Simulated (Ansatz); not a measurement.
# BAs, carrier doping

The parent structure is BAs in the zinc blende structure (space group F-43m, No. 216).

```xyz
2
Lattice="0.0000 2.4047 2.4047 2.4047 0.0000 2.4047 2.4047 2.4047 0.0000" Properties=species:S:1:pos:R:3 pbc="T T T"
As     3.6070     3.6070     3.6070
B      0.0000     0.0000     0.0000
```

Carriers are added at fixed cell with a uniform background; the Fermi–Dirac width is that of 300 K.

Method: PBE in Ansatz (plane waves to 420 eV, PAW, no spin-orbit coupling), earlier PAW set.

Notes on the quantities. Fermi level from band edge: Fermi level relative to the doped band's edge (positive inside the band; to 0.05 eV).

```json
[
 {"electron density (10^21 cm⁻³)": "1", "Fermi level from band edge (eV)": "0.25"},
 {"electron density (10^21 cm⁻³)": "2", "Fermi level from band edge (eV)": "0.40"},
 {"electron density (10^21 cm⁻³)": "3", "Fermi level from band edge (eV)": "?"},
 {"electron density (10^21 cm⁻³)": "5", "Fermi level from band edge (eV)": "0.65"}
]
```

Question: Fit E_F = C n^s, fitted as a line in log–log form (a parabolic band gives s = 2/3) to the rows shown and predict the withheld row.

Answer: Least squares on the printed values gives C = 0.26 eV, s = 0.59 (largest residual 0.02 eV); this predicts 0.49 eV, and the run gives 0.50 eV, in agreement.

Carriers are added with a uniform compensating background; total energy and stress of such cells depend on the potential's zero and are not compared; many-body gap narrowing is missing at this level. No phonon test of stability was made.

Ansatz is a first-principles code.
